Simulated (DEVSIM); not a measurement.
System: Si p-i-n diode, at 300 K.

| layer (left to right) | material | thickness (μm) | Nd (cm⁻³) | Na (cm⁻³) | τn (s) | τp (s) |
|---|---|---|---|---|---|---|
| 1 | Si | 0.920 | - | 2.3e18 | 2.6e-6 | 2.6e-6 |
| 2 | Si | 45.0 | 1.1e11 | - | 2.6e-6 | 2.6e-6 |
| 3 | Si | 1.00 | 6.2e17 | - | 2.6e-6 | 2.6e-6 |

Left contact: ohmic. Right contact: ohmic. Voltage is applied to the left contact. Recombination: SRH at mid-gap. Mobility is μmin + (μ − μmin)/(1 + (N/Nref)^α).

The device is made up for the run: typed textbook-type constants, with dimensions and the other settings drawn at random. Values at 300 K. The table also holds parameters that only a changed run uses.

```
parameter           Si
-------------  -------
gap (eV)         1.124
affinity (eV)     4.05
permittivity      11.7
Nc (cm⁻³)      2.86e19
Nv (cm⁻³)       3.1e19
μn (cm²/Vs)       1417
μp (cm²/Vs)        470
μn,min              52
μp,min              45
Nref,n          9.7e16
Nref,p          2.2e17
αn                0.68
αp                0.72
Cn (cm⁶/s)     2.8e-31
Cp (cm⁶/s)     9.9e-32
```

DEVSIM, 1D drift-diffusion, Boltzmann statistics, complete ionisation; no tunnelling, impact ionisation, image-force lowering or self-heating.

Base results: potential step across the device at zero bias (V) 0.958; dark forward voltage at 1 A/cm² (V) 0.676; dark forward voltage at 100 A/cm² (V) 0.844.

Question: What follows from this one change: doping Na of layer 1 2.3e+18 → 6.9e+17 cm^-3?

Answer: potential step across the device at zero bias 0.958 → 0.927 V; dark forward voltage at 1 A/cm² 0.676 → 0.664 V; dark forward voltage at 100 A/cm² 0.844 → 0.828 V.

Question: What follows from this one change: thickness of layer 1 0.92 → 0.18 μm?

Answer: potential step across the device at zero bias little changed (0.958 V); dark forward voltage at 1 A/cm² 0.676 → 0.665 V; dark forward voltage at 100 A/cm² 0.844 → 0.829 V.

Question: What follows from this one change: constant mobility in place of the doping-dependent one?

Answer: potential step across the device at zero bias little changed (0.958 V); dark forward voltage at 1 A/cm² 0.676 → 0.656 V; dark forward voltage at 100 A/cm² 0.844 → 0.826 V.
